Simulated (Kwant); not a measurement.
Model system: In0.53Ga0.47As/In0.52Al0.48As stack with 1 barrier. One parabolic valley. Leads of mass 0.041 mₑ with the band edge at 0; grid 0.1 nm; bias 0 V, dropping linearly over the stack.

```json
[
 {"layer": "1", "thickness (nm)": "2.7", "band offset (eV)": "0.52", "mass (mₑ)": "0.075"}
]
```

The device is made up for the run: typed textbook-type constants, with dimensions and the other settings drawn at random.

Kwant, one-band effective-mass tight-binding model in one dimension, coherent, no space charge.

Q: Work out the transmission below the barrier top from T = 1/(1 + ((ζ + 1/ζ)/2)² sinh²(κa)), ζ = (k/m_lead)/(κ/m_barrier).

A: E = 0.0518 eV: k = 0.2361 nm⁻¹, κ = 0.9600 nm⁻¹, ζ = 0.4499, T = 0.0125. The simulation gives 0.0126, the same within the digits that matter. E = 0.1502 eV: k = 0.4020 nm⁻¹, κ = 0.8532 nm⁻¹, ζ = 0.8620, T = 0.0383. The simulation gives 0.0384, the same within the digits that matter. E = 0.2289 eV: k = 0.4963 nm⁻¹, κ = 0.7570 nm⁻¹, ζ = 1.199, T = 0.0630. The simulation gives 0.0630, the same within the digits that matter. What differs comes from the grid.
